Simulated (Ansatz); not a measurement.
CsGeBr3 (R3m, No. 160; cell taken from a computed entry) was calculated with PBE0 (Ansatz, a quantum-chemistry and plane-wave program, PAW).

Settings: plane-wave cutoff 460 eV, 4×4×4 k mesh, Fermi–Dirac smearing 0.01 eV, scalar-relativistic PAW data made under PBE.

Cell (relaxed with PBEsol):

```xyz
5
Lattice="3.8837 2.2423 3.2219 -3.8837 2.2423 3.2219 0.0000 -4.4845 3.2219" Properties=species:S:1:pos:R:3 pbc="T T T"
Cs     0.0000     0.0000     0.0305
Ge     0.0000     0.0000     4.6938
Br    -1.8993    -1.0966     3.3161
Br     1.8993    -1.0966     3.3161
Br     0.0000     2.1931     3.3161
```

Problem. Estimate the band gap and Γ–Γ gap that the calculation returns.

Solution. 
- band gap = 1.83 eV (on the SCF k mesh)
- Γ–Γ gap = 7.31 eV

Note: cell and atoms aren't relaxed at this level (largest force component 0.21 eV/Å, pressure 1.4 GPa).

Spin–orbit coupling is not included.

Static lattice: no zero-point or thermal effects.

Computing time: about 4 core-minutes (a rough figure).
